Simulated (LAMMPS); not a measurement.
Molecular dynamics of Cu (fcc), solid and liquid side by side in a cell of 960 atoms at 0 GPa.

Computed with classical MD, pair style meam, file AlSiMgCuFe.meam (LAMMPS).

```yaml
melting_point: 1190 ± 24 K
enthalpy_of_fusion: 0.13 eV/atom
entropy_of_fusion: 1.3 kB/atom
volume_change_on_melting: 5.7 %
volume_of_the_solid_at_the_melting_point: 12.63 Å³/atom
volume_of_the_liquid_there: 13.35 Å³/atom
Clausius-Clapeyron slope: 41 K/GPa
limit_of_superheating_of_the_perfect_crystal: 1500 K
cost: around 90 core-minutes (rough)
```

Potential: file AlSiMgCuFe.meam of the LAMMPS distribution; its header cites Jelinek, Groh, Horstemeyer, Houze, Kim, Wagner, Moitra and Baskes, Phys Rev B, 85, 245102 (2012).

Caution: the error of the potential's melting point is set to 2 % at least, a picked allowance for cell size and run length.
